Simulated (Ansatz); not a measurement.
The parent structure is BP in the zinc blende structure (space group F-43m, No. 216; a = 4.520 Å). Axes: x, y, z lie along the cube axes.

Now apply this change: compressive biaxial strain of 0.91 % in the plane normal to [001], as in epitaxy on a mismatched substrate; the out-of-plane cell vector and the atoms relax.

Levels (all Ansatz, a quantum-chemistry and plane-wave program, PAW, earlier PAW set): PBEsol (420 eV, no spin-orbit coupling); r2SCAN (500 eV, scalar-relativistic without spin-orbit coupling); HSE06 (420 eV, scalar-relativistic without spin-orbit coupling); PBEsol+SOC (420 eV, noncollinear with spin-orbit coupling); HSE06+SOC (420 eV, with spin-orbit coupling).

One geometry, relaxed with PBEsol, under each level:

The valence-band top lists the three highest levels at Γ (Kramers pairs under SOC), from the VBM.

| level | band gap | lowest conduction level above the VBM at special points | valence-band top at Γ | electron mass | pressure |
|---|---|---|---|---|---|
| PBEsol | 0.99 eV | X 1.08 eV; M 1.23 eV; S₀ 2.11 eV; S 2.11 eV | 0.00, 0.00, -0.13 eV | 1.3 mₑ along k, 0.22 mₑ across (off the special points) | 2.44 GPa |
| r2SCAN | 1.27 eV | X 1.35 eV; M 1.51 eV; S₀ 2.46 eV; S 2.46 eV | – | 1.3 mₑ along k, 0.22 mₑ across (off the special points) | 4.39 GPa |
| HSE06 | 1.82 eV | X 1.91 eV; M 2.06 eV; S₀ 3.02 eV; Γ 4.31 eV | – | – | – |
| PBEsol+SOC | 0.98 eV | X 1.07 eV; M 1.22 eV; S₀ 2.10 eV; S 2.10 eV | 0.00, -0.02, -0.15 eV | 1.3 mₑ along k, 0.22 mₑ across (off the special points) | 2.44 GPa |
| HSE06+SOC | 1.80 eV | X 1.90 eV; M 2.05 eV; S₀ 3.00 eV; Γ 4.27 eV | 0.00, -0.03, -0.16 eV | – | – |

Single points use the geometry relaxed with PBEsol. Their cutoffs differ, which shifts pressures a little. HSE06 was sampled on its mesh, a few special points and the semilocal edge points, so its gap is an upper bound. The spin-orbit shifts are approximate. Masses are band curvatures over ±0.01 Å⁻¹ around the edge. Along k means along the line from Γ to the band edge. Whether these cells are dynamically stable was not tested. Labels are those of the standard path for the cell's own space group.
